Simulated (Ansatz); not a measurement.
An Ansatz (a quantum-chemistry and plane-wave program) run: Ti with a change (x(Hf) = 0.75, 8 atoms, Pmmn); r2SCAN in Ansatz (plane waves to 500 eV, PAW, spin-orbit coupling left out).

Input:

Ansatz 0.2 input:
```yaml
crystal:
  lattice:
    - [3.1485732932, 0, 0]
    - [0, 4.9584422712, 0]
    - [0, 0, 10.8385102147]
  atoms:
    - { symbol: Hf, position: [0.5, 0, 0.7844078708] }
    - { symbol: Ti, position: [0, 0, 0.5388176044] }
    - { symbol: Hf, position: [0.5, 0, 0.3011614778] }
    - { symbol: Hf, position: [0, 0, 0.0432070221] }
    - { symbol: Hf, position: [0, 0.5, 0.6988385222] }
    - { symbol: Ti, position: [0.5, 0.5, 0.4611823956] }
    - { symbol: Hf, position: [0, 0.5, 0.2155921292] }
    - { symbol: Hf, position: [0.5, 0.5, 0.9567929779] }
basis: { ecutwfc: 500, ecutrho_ratio: 4, xc_grid: 2, fft_grid_basis: typed }
kpoints: { mp_grid: { grid: [15, 10, 5] } }
hamiltonian:
  xc: r2scan
  dispersion: none
  pseudopotentials: { kind: paw }
scf: { occupations: { method: fermi_dirac, width: 0.05 }, convergence: { dr2_threshold: 0.0000000008 } }
output: { forces: true, stress: true }
checkpoint: { write: state.ck, write_every: 1000 }
```

Output:

```
WARN ansatz: RAYON_NUM_THREADS=1 ignored (pool sized by the plan → 1); use --threads N
Pseudopotentials: kind: paw
Pseudopotential: Hf, paw, valence charge 26
Pseudopotential: Ti, paw, valence charge 12
Functional definition: r2SCAN
Crystal: 8 atoms, lattice volume = 169.211 Å³
Basis set: ecut = 500 eV, 4323 PW (Γ), exchange–correlation on 48×80×160 points (8 copies of the dense FFT grid, shifted against one another)
Bands: 108, of which v1, the nominal top of the filled ones, is band 90 counted from 1 (89 counted from 0)
Symmetry: 8 space group operations
Space group: Pmmn (ITA 59), of the structure as read, at distance tolerance 5.5e-5 Å
k-points: 144 of 750
PAW frozen core: Hf, regenerated for the run's functional
PAW frozen core: Ti, regenerated for the run's functional
Initial density: superposition of atomic densities (neutral atoms: chi_scale 0, normalization atom), corrected by the library's trained network
Initial wavefunctions: pseudopotential atomic-orbital guess
Eigensolver: davidson
Functional: x = r2scan, c = r2scan; τ floored in thin density (d = 2e-4 eV/Å³)
SCF iter   1: F=—  HF=-99406.861683 eV  |F-HF|=—  |Δ(HF+E_count)|=         —  Δρ=2.02e-2  dr2=2.82e0  dr2_τ=1.26e-1  ethr=1.77e-3  ⟨swp⟩=3.9  Hψ=43800  notcnv=0  defer=64
all-band conjugate gradients solve this SCF's bands
preconditioner: auto → Kerker (q_TF=auto, 2.757 Å⁻¹)
SCF iter   2: F=—  HF=-99406.863091 eV  |F-HF|=—  |Δ(HF+E_count)|=   1.41e-3  Δρ=1.14e-2  dr2=4.68e-1  dr2_τ=5.33e-2  ethr=1.57e-3  ⟨swp⟩=3.1  Hψ=31926  notcnv=0  defer=449
SCF iter   3: F=—  HF=-99406.836480 eV  |F-HF|=—  |Δ(HF+E_count)|=   2.66e-2  Δρ=3.99e-3  dr2=6.00e-2  dr2_τ=1.97e-3  ethr=2.60e-4  ⟨swp⟩=2.1  Hψ=18538  notcnv=0  defer=449
SCF iter   4: F=—  HF=-99406.844254 eV  |F-HF|=—  |Δ(HF+E_count)|=   7.77e-3  Δρ=1.73e-3  dr2=7.17e-3  dr2_τ=4.73e-4  ethr=3.33e-5  ⟨swp⟩=2.0  Hψ=17797  notcnv=0  defer=449
SCF iter   5: F=—  HF=-99406.843914 eV  |F-HF|=—  |Δ(HF+E_count)|=   3.41e-4  Δρ=6.10e-4  dr2=1.13e-3  dr2_τ=2.01e-5  ethr=3.98e-6  ⟨swp⟩=2.0  Hψ=29483  notcnv=0  defer=449
SCF iter   6: F=—  HF=-99406.843787 eV  |F-HF|=—  |Δ(HF+E_count)|=   1.27e-4  Δρ=2.74e-4  dr2=4.52e-4  dr2_τ=1.18e-5  ethr=6.26e-7  ⟨swp⟩=2.0  Hψ=26828  notcnv=0  defer=449
SCF iter   7: F=—  HF=-99406.843772 eV  |F-HF|=—  |Δ(HF+E_count)|=   1.42e-5  Δρ=1.77e-4  dr2=2.08e-4  dr2_τ=2.59e-6  ethr=2.51e-7  ⟨swp⟩=1.7  Hψ=21274  notcnv=0  defer=449
SCF iter   8: F=—  HF=-99406.843776 eV  |F-HF|=—  |Δ(HF+E_count)|=   3.08e-6  Δρ=3.85e-5  dr2=5.00e-6  dr2_τ=2.33e-7  ethr=1.16e-7  ⟨swp⟩=2.1  Hψ=17164  notcnv=0  defer=449
SCF iter   9: F=—  HF=-99406.843757 eV  |F-HF|=—  |Δ(HF+E_count)|=   1.87e-5  Δρ=1.61e-5  dr2=1.09e-6  dr2_τ=1.29e-8  ethr=2.78e-9  ⟨swp⟩=2.0  Hψ=28501  notcnv=0  defer=449
SCF iter  10: F=—  HF=-99406.843757 eV  |F-HF|=—  |Δ(HF+E_count)|=   5.27e-9  Δρ=7.64e-6  dr2=4.36e-7  dr2_τ=1.46e-8  ethr=6.07e-10  ⟨swp⟩=2.0  Hψ=23345  notcnv=0  defer=449
SCF iter  11: F=—  HF=-99406.843757 eV  |F-HF|=—  |Δ(HF+E_count)|=   3.09e-9  Δρ=3.53e-6  dr2=4.56e-8  dr2_τ=4.66e-9  ethr=2.42e-10  ⟨swp⟩=2.0  Hψ=23471  notcnv=0  defer=449
SCF iter  12: F=—  HF=-99406.843757 eV  |F-HF|=—  |Δ(HF+E_count)|=   3.37e-8  Δρ=1.71e-6  dr2=7.94e-9  dr2_τ=2.78e-10  ethr=2.53e-11  ⟨swp⟩=2.0  Hψ=28086  notcnv=0  defer=449
SCF iter  13: F=—  HF=-99406.843757 eV  |F-HF|=—  |Δ(HF+E_count)|=  2.33e-10  Δρ=4.94e-7  dr2=9.48e-10  dr2_τ=1.76e-11  ethr=4.41e-12  ⟨swp⟩=2.0  Hψ=27969  notcnv=0  defer=449
SCF iter  14: F=-99406.843757 eV  HF=-99406.843757 eV  |F-HF|=5.82e-11  |Δ(HF+E_count)|=  5.82e-11  Δρ=2.26e-7  dr2=1.12e-10  dr2_τ=4.58e-12  ethr=1.00e-12  ⟨swp⟩=4.1  Hψ=52505  notcnv=0
SCF 1 converged in 14 iterations: F = -99406.843757 eV  dr2 = 1.12e-10
SCF converged after 14 iterations
Free energy (F): -99406.843757 eV
Harris-Foulkes:  -99406.843757 eV  (|F-HF|=5.82e-11)
Internal energy: -99406.795855 eV  (E = F + TS)
E sigma→0 (E₀):  -99406.819806 eV
Entropy (-TS):   -0.047902 eV (-5.988 meV/atom)
Fermi energy:    18.463972 eV
--- Per-component energies (eV) ---
  E_band       = -304.275901
  E_kinetic    = 3092.916797
  E_local      = -35582.228040  (includes V_loc(G=0)·N_el)
  E_nonlocal   = -7477.129390
  E_hartree    = 16711.584201
  E_xc         = -1886.590477
  E_vxc        = -2026.223562  (∫ρ·V_xc dr)
  E_paw        = -43827.848933  (= ΣΔE_a)
  E_vpaw       = 8160.038890  (= ΣTr[D̂ρ^β])
  E_aug_tail   = 0.000176  (compensation charges beyond the density's cutoff)
  E_vtau       = 105.180218  (kinetic-family band-sum trace: ∫τ·v_τ [+ j·A + Jᵃ·Aᵃ] dr)
  E_ewald      = -30438.922405
  E_core_change = 1.422217  (= ΣΔE_core)
  E_smearing   = -0.047902  (= −TS)
  E_closure    = -0.000000  (closes the sum)
  Σ components = -99406.843757   (vs F -99406.843757, Δ=0.00e0)
  [band-id]    e_kinetic+e_local+e_nonlocal+2·e_hartree+e_vxc+e_vpaw+e_augmentation_tail+e_vtau = -304.276510   (vs E_band -304.275901, Δ=-6.09e-4)
--- Forces (eV/Å), atoms counted from 1 ---
  atom   1  Hf     0.00000000     0.00000000     0.00074879
  atom   2  Ti     0.00000000     0.00000000     0.00040021
  atom   3  Hf     0.00000000     0.00000000     0.00049705
  atom   4  Hf     0.00000000     0.00000000     0.00094218
  atom   5  Hf     0.00000000     0.00000000    -0.00049705
  atom   6  Ti     0.00000000     0.00000000    -0.00040021
  atom   7  Hf     0.00000000     0.00000000    -0.00074879
  atom   8  Hf     0.00000000     0.00000000    -0.00094218
  max |Σ_I F_I| component: 0.00e0 eV/Å
--- Stress (GPa, compression-positive) ---
       -0.006899       0.000000       0.000000
        0.000000       0.004827       0.000000
        0.000000       0.000000       0.002205
  P = ⅓ Tr σ = 0.0000 GPa (0.000 kbar)
  The stress holds the Pulay correction. Without it, at fixed plane waves, as pw.x and ABINIT print it: P = -0.0340 GPa
  The stress includes an estimate of the error left by incomplete SCF convergence (largest component 0.0001 GPa).
--- Band table ---
  band table: none
```

Each cell is one ordered arrangement of few atoms, which overstates ordering effects compared with a random alloy. Whether these cells are dynamically stable was not tested. The final runs are not spin-polarised. The cell was made from Ti by this change: x(Hf) = 0.75, 8 atoms, Pmmn.
